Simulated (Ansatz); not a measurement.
F on the 1x1 (110) surface of bcc W, one in a 2x1 cell, energies for each (14.3 Å²). Energies are against ½ F2(g), without zero-point or thermal terms; each row is named by its start.

Computed with PBE (plane waves to 420 eV, PAW; Ansatz, a quantum-chemistry and plane-wave program).

Set-up: 9 atoms, 6.6 Å thick at the start under the adsorbate (thin: gaps and levels are the slab's own); mesh 6x12x1; 0.1 eV smearing; dipole correction on; 4 atoms held, the rest relaxed; each run with such symmetry as its start has; no spin, no spin-orbit, no U, no dispersion correction.

A negative adsorption energy means that the adsorbate is more stable on the surface than in its reference. Heights count from the host atoms within 0.3 Å of the top one.

```tsv
starting site	E_ads (eV)	height (Å)	nearest host atom (Å)	bonded to	Δ work function (eV)	lateral drift (Å)
top W	-3.70	2.02	W 1.88	W	1.28	0.0
hollow W-W-W	-3.77	1.62	W 2.14	2 W	0.53	1.0
bridge W-W (span 2.8 Å)	-3.75	1.74	W 2.12	2 W	0.49	0.0
bridge W-W (span 3.2 Å)	-3.22	1.53	W 2.22	2 W	0.12	0.0
```
